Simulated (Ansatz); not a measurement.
# How far PBE and PBEsol part for hypothetical R3m AlZnInO4, strain tensor (xx, yy, zz, yz, xz, xy) = (+1.12, +1.82, +1.11, −1.15, +0.66, +2.00) %

The reference is AlZnInO$_{4}$ (space group R3m, No. 160; a hypothetical phase, not in the database extracts checked).

```
AlZnInO4
1.0
    1.64617     0.95042     8.64071
   -1.64617     0.95042     8.64071
    0.00000    -1.90083     8.64071
In Al Zn O
1 1 1 4
Direct
  0.99549   0.99549   0.99549
  0.21287   0.21287   0.21287
  0.78167   0.78167   0.78167
  0.13956   0.13956   0.13956
  0.87958   0.87958   0.87958
  0.28597   0.28597   0.28597
  0.70485   0.70485   0.70485
```

Cartesian axes are those of the cell as printed.

(Cell as relaxed with PBE.)

Levels (all Ansatz, a quantum-chemistry and plane-wave program, PAW): PBE (420 eV, without spin-orbit coupling); PBEsol (420 eV, without spin-orbit coupling).

Each level relaxes its own structure.

| base | PBE | PBEsol |
|---|---|---|
| volume per atom | 11.59 Å³ | 11.20 Å³ |
| lattice parameter a | 3.292 Å | 3.256 Å |
| band gap | 1.76 eV | 1.80 eV |

It is then changed as follows: strain tensor (xx, yy, zz, yz, xz, xy) = (+1.12, +1.82, +1.11, −1.15, +0.66, +2.00) %; the atoms relax in the strained cell.

```tsv
quantity	PBE	PBEsol
shortest interatomic distance	1.911 Å	[?]
energy relative to the base (free energy F)	+14 meV/atom	[?]
pressure (mean of the normal stresses, compression positive)	-5.95 GPa	[?]
```

Problem. Predict the PBEsol column.

Solution. 
- shortest interatomic distance, PBEsol: 1.893 Å
- energy relative to the base (free energy F), PBEsol: +14 meV/atom
- pressure (mean of the normal stresses, compression positive), PBEsol: -6.53 GPa

PBE's shortest interatomic distance lies 0.018 Å above PBEsol's (0.9 %); PBE's pressure lies 0.58 GPa above PBEsol's; the two agree on the energy relative to the base. Neither level is exact; PBEsol is the comparison here, not a measurement.

Stability against distortions was not tested.
